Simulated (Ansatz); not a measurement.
Consider SiC in the zinc blende structure (space group F-43m, No. 216; a = 4.356 Å). Axes: x, y, z lie along the cube axes.

Computed with r2SCAN in Ansatz (plane waves to 500 eV, PAW, spin-orbit coupling left out).

Base values:

```
Quantity                              Result
---------------------  ---------------------
Valley order           X along ⟨100⟩ 1.71 eV
Valence-band top at Γ    0.00, 0.00, 0.00 eV
```

The change: the symmetric strain tensor [-0.0185 -0.0031 0.0034; -0.0031 0.0079 0.0054; 0.0034 0.0054 0.0264], atoms relaxed at fixed cell.

Question: What happens to the valley order?

Answer: The valley order (the lowest conduction-band minima on the path, energy above the VBM, named in the base's zone) goes from X along ⟨100⟩ 1.71 eV to X along [100] 1.33 eV; X along [010] 1.58 eV; X along [001] 1.76 eV.

Question: Predict the new valence-band top at Γ.

Answer: The valence-band top at Γ (three highest levels, from the VBM) changes from 0.00, 0.00, 0.00 eV to 0.00, -0.17, -0.33 eV.

The levels and masses belong to the bands next to the band gap. Stability against distortions was not tested.

Ansatz is a first-principles code.
